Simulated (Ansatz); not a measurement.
Start from GaAs in the wurtzite structure (space group P6_3mc, No. 186; a = 3.9877 Å, c = 6.5760 Å; a cell from a computed database, its experimental status unchecked).

Levels (all Ansatz, a program for electronic structure, PAW): PBEsol (420 eV, no spin-orbit coupling); HSE06 (420 eV, no SOC).

The geometry is relaxed with PBEsol.

- PBEsol lowest conduction level above the VBM at special points: Γ 0.43 eV; L 1.20 eV; M 1.23 eV

Problem. What does HSE06 give at this geometry for the lowest conduction level above the VBM at special points?

Solution. The lowest conduction level above the VBM at special points becomes Γ 1.39 eV; L 1.95 eV; M 1.94 eV (PBEsol: Γ 0.43 eV; L 1.20 eV; M 1.23 eV).

Single points use the geometry relaxed with PBEsol. The levels and masses belong to the bands next to the band gap. Whether these cells are dynamically stable was not tested. This is not the structure that GaAs has at room temperature and ambient pressure.
